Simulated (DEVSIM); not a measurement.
Structure: Schottky contact on n-type β-Ga2O3, at 300 K.

| layer (left to right) | material | thickness (μm) | Nd (cm⁻³) | τn (s) | τp (s) |
|---|---|---|---|---|---|
| 1 | β-Ga2O3 | 1.20 | 1.5e16 | 4.3e-9 | 4.3e-9 |

Left contact: Schottky, work function 4.87 eV, emission velocity 3.1e6 cm/s. Right contact: ohmic. Voltage is applied to the left contact. Recombination: SRH at mid-gap, radiative. Mobility is μmin + (μ − μmin)/(1 + (N/Nref)^α).

Constants are typed, rounded textbook-type inputs, not results; the design itself was drawn at random and stands for no fabricated device. Values at 300 K; Nc and Nv go as T^1.5, mobilities as T to minus their exponent, the gap by Varshni's rule with the affinity fixed. The table also holds parameters that only a changed run uses.

| parameter | β-Ga2O3 |
|---|---|
| gap (eV) | 4.8 |
| affinity (eV) | 4 |
| permittivity | 10 |
| Nc (cm⁻³) | 3.7e18 |
| Nv (cm⁻³) | 5e20 |
| μn (cm²/Vs) | 160 |
| μp (cm²/Vs) | 1 |
| μn,min | 20 |
| μp,min | 0.1 |
| Nref,n | 1e18 |
| Nref,p | 1e18 |
| αn | 0.8 |
| αp | 0.8 |
| T exponent of μn | 1.8 |
| T exponent of μp | 1.5 |
| B (cm³/s) | 1e-12 |
| Cn (cm⁶/s) | 1e-31 |
| Cp (cm⁶/s) | 1e-31 |
| Varshni α (eV/K) | 0.0004 |
| Varshni β (K) | 600 |

Simulated with DEVSIM: 1D drift-diffusion, Boltzmann statistics, complete ionisation; no tunnelling, impact ionisation, image-force lowering or self-heating. Metal contacts follow the ideal Schottky-Mott rule: no Fermi-level pinning, no interface dipoles.

Base results: dark forward voltage at 100 A/cm² (V) 0.671; potential step across the device at zero bias (V) 0.728; dark forward voltage at 1 A/cm² (V) 0.511; largest field in the device at zero bias (V/cm) 62000.

### Question
What follows from this one change: metal work function 4.87 → 4.97 eV?

### Answer
dark forward voltage at 100 A/cm² 0.671 → 0.771 V; potential step across the device at zero bias 0.728 → 0.828 V; dark forward voltage at 1 A/cm² 0.511 → 0.611 V; largest field in the device at zero bias little changed (66000 V/cm).

### Question
What follows from this one change: temperature 300 → 400 K?

### Answer
dark forward voltage at 100 A/cm² 0.671 → 0.607 V; potential step across the device at zero bias 0.728 → 0.665 V; dark forward voltage at 1 A/cm² 0.511 → 0.382 V; largest field in the device at zero bias little changed (58000 V/cm).

### Question
What follows from this one change: metal work function 4.87 → 5.07 eV?

### Answer
dark forward voltage at 100 A/cm² 0.671 → 0.871 V; potential step across the device at zero bias 0.728 → 0.928 V; dark forward voltage at 1 A/cm² 0.511 → 0.711 V; largest field in the device at zero bias 62000 → 70000 V/cm.

### Question
What follows from this one change: doping Nd of layer 1 1.5e+16 → 4.5e+17 cm^-3?

### Answer
dark forward voltage at 100 A/cm² 0.671 → 0.623 V; potential step across the device at zero bias 0.728 → 0.816 V; dark forward voltage at 1 A/cm² 0.511 → 0.500 V; largest field in the device at zero bias 62000 → 350000 V/cm.

### Question
What follows from this one change: thickness of layer 1 1.2 → 0.24 μm?

### Answer
dark forward voltage at 100 A/cm² 0.671 → 0.644 V; potential step across the device at zero bias little changed (0.728 V); dark forward voltage at 1 A/cm² little changed (0.511 V); largest field in the device at zero bias little changed (62000 V/cm).
